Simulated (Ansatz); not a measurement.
## Au on the 1x1 (100) surface of monoclinic HfO2 (cut with top plane 2 O), one in a 1x1 cell, started at the site 'hollow O-O-O'

Host crystal: monoclinic HfO2, with a band gap (PBE, scalar-relativistic without spin-orbit coupling).

All values below come from PBE (plane waves to 420 eV, PAW; Ansatz, an electronic-structure program).

Set-up: 25 atoms, 9.3 Å thick at the start under the adsorbate (thin: gaps and levels are the slab's own); mesh 4x4x1; 0.01 eV smearing; dipole correction on; 12 atoms held, the rest relaxed; no symmetry held; spin-polarised, ending with about 1.0 μB a cell; orders that need a larger cell were not tried, no spin-orbit, no U, no dispersion correction. At the end it is bonded to 2 Hf + O. In PBE it is, or lies within 0.03 eV of, the lowest of the starts that converged.

```
Quantity                                                                                                                                                          Result
--------------------------------------------------------------------------------------  --------------------------------------------------------------------------------
adsorption energy against an atom of fcc Au                                                                                                                      1.86 eV
gap of the slab on its k-mesh                                                                                                                                    0.50 eV
highest filled level below the top vacuum level                                                                                                                  5.55 eV
change of the step from the bottom to the top vacuum level, against the clean slab                                                                              -0.45 eV
energy released by relaxation                                                                                                                                    0.46 eV
height of the binding atom over the mean of the host atoms within 0.3 Å of the top one                                                                           1.021 Å
magnetic moment of the cell                                                                                                                                      1.00 μB
nearest host atoms of the binding atom                                                                                            O at 2.20 Å, Hf at 2.83 Å, O at 3.13 Å
largest move of a host atom                                                                                                                                       0.14 Å
caution                                                                                 the clean host was not checked against rearrangement in a larger or rattled cell
note                                                                                                     in the relaxation the adsorbate left its starting site by 1.1 Å
cost                                                                                                                              about 25 core-minutes (a rough figure)
```

A negative adsorption energy means that the adsorbate is more stable on the surface than in its reference.
